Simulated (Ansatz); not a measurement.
ZnS, pressure series

Take ZnS in the wurtzite structure (space group P6_3mc, No. 186; a = 3.7383 Å, c = 6.1429 Å) as the base.

Cell and atoms are relaxed at each pressure.

The values are results of Ansatz (a program for electronic structure) LDA, no spin-orbit coupling, not measurements.

```tsv
pressure (GPa)	volume per atom (Å³/atom)
-2	19.045
-1	18.806
0	18.586
0.9	18.395
4.5	17.730
9	17.047
15	16.308
22.5	?
30	14.962
```

Question: Fit the third-order Birch–Murnaghan form P(V) = (3B₀/2)[(V₀/V)^(7/3) − (V₀/V)^(5/3)]·[1 + (3/4)(B₀′ − 4)((V₀/V)^(2/3) − 1)] (squares taken in P) to the rows shown and predict the withheld row.

Answer: Least squares on the printed values gives V₀ = 18.585 Å³/atom, B₀ = 86.5 GPa, B₀′ = 4.3; this predicts 15.566 Å³/atom, and the run gives 15.567 Å³/atom, in agreement.

Load acts through the strain it causes; cell and atoms are relaxed under it. Whether these cells are dynamically stable was not tested. Tetrahedral semiconductors of this kind turn to denser phases somewhere between about 1 and 50 GPa; those were not computed, so compressed cells here can lie past the real transition.
